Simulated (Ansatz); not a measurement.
Defect migration in bcc W: Mo-vacancy pair (Mo on one host W site, one W site vacant), neutral cell. All values below come from PBE, PAW (plane waves to 420 eV; Ansatz, a quantum-chemistry and plane-wave program).

Cell of 36 host sites held at the relaxed PBE lattice; a 2×2×3 k-point mesh shifted by half a step; Fermi-Dirac width 0.10 eV, spin-restricted; finite-size errors left in. No zero-point or tunnelling terms. Spin-orbit coupling is left out. Forms of the defect that were not tried may lie lower.

Barriers: single points on a 3×3×5 k-point mesh shifted by half a step at the bands' geometries (they differ from the bands' own by up to 0.11 eV, and are uncertain by about as much).

The step: Mo and the vacancy change places (Mo-vacancy distance between ideal sites 2.76 Å throughout). Atoms about the jump, Cartesian Å from the middle of the jump, before and after:

```tsv
atom	x0	y0	z0	x1	y1	z1
Mo1	-0.78	-0.78	-0.77	0.78	0.78	0.77
W2	-0.78	2.38	-0.77	-0.79	2.37	-0.80
W3	2.38	-0.78	-0.77	2.37	-0.79	-0.79
W4	-0.78	-0.78	2.37	-0.80	-0.79	2.39
W5	-2.37	0.79	0.80	-2.38	0.78	0.77
W6	0.79	-2.37	0.79	0.78	-2.38	0.77
W7	0.79	0.80	-2.39	0.78	0.78	-2.37
```

Question: Where do these atoms stand at the saddle point, and how high is it?

Answer: 
```csv
atom,x,y,z
Mo1,0.19,0.19,0.18
W2,-0.83,2.45,-0.83
W3,2.45,-0.83,-0.83
W4,-0.82,-0.82,2.46
W5,-2.40,0.81,0.80
W6,0.81,-2.40,0.80
W7,0.80,0.80,-2.44
```
It lies 1.46 eV above the start and 1.46 eV above the end. The saddle point's order was not checked, and it lies on a symmetry element of the cell, where a band can be held.
